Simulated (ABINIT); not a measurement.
Converging the plane-wave cutoff: CaC2 (I4mm, 3 atoms in the cell)

```xyz
3
Lattice="-1.9440 1.9440 3.2181 1.9440 -1.9440 3.2181 1.9440 1.9440 -3.2181" Properties=species:S:1:pos:R:3 pbc="T T T"
Ca     0.0000     0.0000     0.0500
C      0.0000     0.0000     3.8482
C      0.0000     0.0000     2.5881
```

Level of theory: PBEsol, norm-conserving pseudopotentials (PseudoDojo nc-sr-04 PBEsol standard) (plane waves; ABINIT).

Base settings: pseudos = [Ca.upf, C.upf]; ecut = 41 Ha; occopt = 3; tsmear = 0.05 eV; ngkpt = 3 3 3; nshiftk = 1; shiftk = 0 0 0; potentials = PseudoDojo nc-sr-04 PBEsol standard; nband = 14; kptopt = 1.

The second cell is the first with its lattice scaled by 0.98.

The mesh stays at the base's, so the ladder's end is converged at best in this setting alone.

Only quantities that move along the ladder and can be compared are tabulated; the gap is left out on so coarse a mesh.

The count of work is k-points × plane waves × bands × iterations; it is no time. 

The starting cell comes from a database of computed structures (which also holds hypothetical and non-ambient phases and stackings), without a prior relaxation at this level. Its lattice was rescaled by up to half a per cent. One atom was moved a little off its site on purpose.

Steps (ecut): 14 Ha; 16 Ha; 18 Ha; 20 Ha; 23 Ha; 25 Ha; 29 Ha; 33 Ha; 37 Ha; 41 Ha; 45 Ha; 49 Ha; 55 Ha; 62 Ha; 72 Ha; 82 Ha; 98 Ha.

### Question
What is the coarsest ecut that holds the forces within 0.01 eV/Å of the last step, with all finer ones?

### Answer
37 Ha, at 0.23 of the last step's count of work; the step before is off by 0.019 eV/Å.

### Question
What is the coarsest ecut that holds the free energy within 0.5 meV/atom of the last step, with all finer ones?

### Answer
45 Ha, at 0.31 of the last step's count of work; the step before is off by 0.57 meV/atom.

### Question
What is the coarsest ecut that holds the energy of the compressed cell less the first within 0.5 meV/atom of the last step, with all finer ones?

### Answer
33 Ha, at 0.20 of the last step's count of work; the step before is off by 0.87 meV/atom.

| ecut | free energy less the last step's (meV/atom) | energy of the compressed cell less the first (meV/atom) | pressure (GPa) | largest difference of a force vector from the last step's (eV/Å) | count of work / last |
|---|---|---|---|---|---|
| 14 Ha | 1958.63 | 27.58 | -42.84 | 2.495 | 0.050 |
| 16 Ha | 1201.15 | 12.49 | -30.82 | 1.068 | 0.066 |
| 18 Ha | 748.98 | 1.77 | -22.58 | 0.375 | 0.079 |
| 20 Ha | 462.66 | 4.36 | -16.57 | 0.086 | 0.094 |
| 23 Ha | 222.82 | 2.70 | -10.63 | 0.188 | 0.11 |
| 25 Ha | 132.59 | 3.14 | -7.93 | 0.204 | 0.13 |
| 29 Ha | 40.98 | 3.81 | -4.60 | 0.111 | 0.16 |
| 33 Ha | 11.04 | 3.11 | -3.15 | 0.019 | 0.20 |
| 37 Ha | 2.61 | 2.92 | -2.60 | 0.001 | 0.23 |
| 41 Ha | 0.57 | 2.94 | -2.41 | 0.001 | 0.27 |
| 45 Ha | 0.22 | 2.94 | -2.36 | 0.000 | 0.31 |
| 49 Ha | 0.19 | 2.94 | -2.36 | 0.000 | 0.35 |
| 55 Ha | 0.15 | 2.94 | -2.36 | 0.000 | 0.42 |
| 62 Ha | 0.11 | 2.94 | -2.36 | 0.000 | 0.54 |
| 72 Ha | 0.09 | 2.94 | -2.36 | 0.000 | 0.68 |
| 82 Ha | 0.04 | 2.94 | -2.36 | 0.000 | 0.76 |
| 98 Ha | 0.00 | 2.94 | -2.36 | 0.000 | 1.0 |

The energy difference between the two cells stays within 1 meV/atom of the last step's from 23 Ha on, the total only from 41 Ha on: much of the error is common to both cells and cancels.

At the lowest cutoff the pressure lies 40.5 GPa under the last step's, the usual sign of Pulay stress in an incomplete plane-wave basis.
